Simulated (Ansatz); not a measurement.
The reference is V in the diamond structure (space group Fd-3m, No. 227; a = 5.466 Å; ferromagnetic; a hypothetical phase, not in the database extracts checked; relaxed with 0.1 eV smearing).

(Cell as relaxed with PBE.)

Levels (all Ansatz, a first-principles code, PAW): PBE (420 eV, no spin-orbit coupling); PBEsol (420 eV, without spin-orbit coupling).

Each level relaxes its own structure.

```json
[
 {"base": "volume per atom", "PBE": "20.41 Å³", "PBEsol": "19.19 Å³"},
 {"base": "lattice parameter a", "PBE": "5.466 Å", "PBEsol": "5.355 Å"},
 {"base": "band gap", "PBE": "zero", "PBEsol": "zero"},
 {"base": "largest site moment", "PBE": "1.42 μB", "PBEsol": "1.31 μB"}
]
```

Perturbation: the cell is scaled by 1.0372 in all directions; the atoms relax in the strained cell.

| quantity | PBE | PBEsol |
|---|---|---|
| magnetic state | ferromagnetic | [?] |
| band gap | zero | [?] |
| largest site moment | 1.53 μB | [?] |
| pressure | -5.3 GPa | [?] |
| energy relative to the base (free energy F) | +42 meV/atom | [?] |

Predict the PBEsol column.


- magnetic state, PBEsol: ferromagnetic
- band gap, PBEsol: zero
- largest site moment, PBEsol: 1.46 μB
- pressure, PBEsol: -5.6 GPa
- energy relative to the base (free energy F), PBEsol: +42 meV/atom

PBE's largest site moment lies 0.07 μB above PBEsol's; PBE's pressure lies 0.36 GPa above PBEsol's; the two agree on the magnetic state, band gap and energy relative to the base. Neither level is exact; PBEsol is the comparison here, not a measurement.

The magnetic state is the one reached from the starting moments; the real material's order can differ, and small cells can't hold many antiferromagnetic ones. Whether these cells are dynamically stable was not tested.
